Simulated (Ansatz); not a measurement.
The starting structures come from a database of crystals and need not be the phases stable at ambient conditions.

 Where the default PAW files enter, the runs use the earlier of Ansatz's two default sets.

By PBEsol, the system below comes out a metal.

The ballistic (Sharvin) conductance counts the channels at the Fermi level: G/A = (e²/h) × channels of both spins per area.

Given:

```
CELL_PARAMETERS angstrom
      2.98075     0.00000     0.00000
      0.00000     4.79569     0.00000
      1.49037     0.00000     2.58140
ATOMIC_POSITIONS crystal
  Ag 0.33333 0.75000 0.33333
  Ag 0.66667 0.25000 0.66667
```

Space group of this cell: P6_3/mmc, hcp (Mg type). The cell is strained (all lengths scaled by 1.02); by PBEsol its mean pressure is -8.9 GPa.

The current flows along the normal of the first two printed cell vectors, the (100) plane of the conventional cell. No spin-orbit coupling; the value is a mean over 0.1 eV about the Fermi level.

Q: Give the ballistic conductance per area that PBEsol run with Ansatz (an electronic-structure program) yields.

A: 0.84 × 10¹⁵ S/m² for both spins.
